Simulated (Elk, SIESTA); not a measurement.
An Elk input for a self-consistent single point of IrOs (P-6m2, 2 atoms in the cell) (DFT, PBEsol, all-electron FP-LAPW, Elk's shipped species files, APW+lo basis with extra local orbitals):

```
tasks
  0

xctype
  22

rgkmax
  7.5

gmaxvr
  16.0

nxlo
  2

lorbcnd
  .true.

rmtscf
  0.87

lmaxi
  2

stype
  3

swidth
  0.00367493

scale
  5.200399806

avec
    1.0000000000    0.0000000854    0.0000000000
   -0.5000000739    0.8660253611    0.0000000000
    0.0000000000    0.0000000000    1.5894623513

sppath
  'species/'

atoms
  2   : nspecies
  'Os.in'   : spfname
  1   : natoms; atposl, bfcmt below
  0.3333333333  0.6666666667  0.0000000000    0.0 0.0 0.0
  'Ir.in'   : spfname
  1   : natoms; atposl, bfcmt below
  0.6666666667  0.3333333333  0.5000000000    0.0 0.0 0.0

ngridk
  13 13 8
```

Give the SIESTA input for the same structure, mesh, smearing and functional.

One input that does it (others would too):

```
# files in the folder: Os.psml Ir.psml (PseudoDojo PBEsol standard)
SystemName  IrOs
SystemLabel iros

NumberOfAtoms                2
NumberOfSpecies              2
%block ChemicalSpeciesLabel
  1 76 Os
  2 77 Ir
%endblock ChemicalSpeciesLabel
LatticeConstant              1.0 Ang
%block LatticeVectors
     2.751933000    0.000000000    0.000000000
    -1.375967000    2.383244000    0.000000000
     0.000000000    0.000000000    4.374094000
%endblock LatticeVectors
AtomicCoordinatesFormat      Bohr
%block AtomicCoordinatesAndAtomicSpecies
    -0.000003230    3.002453800    0.000000000  1
     2.600202127    1.501224648    4.132919852  2
%endblock AtomicCoordinatesAndAtomicSpecies

XC.functional                GGA
XC.authors                   PBEsol
PAO.BasisSize                DZP
PAO.EnergyShift              0.01 Ry
MeshCutoff                   400 Ry
%block kgrid.MonkhorstPack
   13   0   0  0.0
    0  13   0  0.0
    0   0   8  0.0
%endblock kgrid.MonkhorstPack
OccupationFunction           FD
ElectronicTemperature        0.1 eV

MaxSCFIterations             150
SCF.Mixer.Method             Pulay
SCF.Mixer.Weight             0.1
SCF.Mixer.History            6
SCF.DM.Tolerance             1.0E-05
Diag.ParallelOverK           true
WriteForces                  true
```

Basis, cutoffs, solver keys and any potentials are the target program's own. This input uses DFT, GGA PBEsol, numerical atomic orbitals DZP, PseudoDojo PBEsol standard norm-conserving potentials (rewritten from UPF to PSML).

The starting cell comes from a database of computed structures (which also holds hypothetical and non-ambient phases and stackings), without a prior relaxation at this level. Its lattice was rescaled by a random factor within 2.5 % of one. For this run, on top of that: lattice scaled by 0.98.
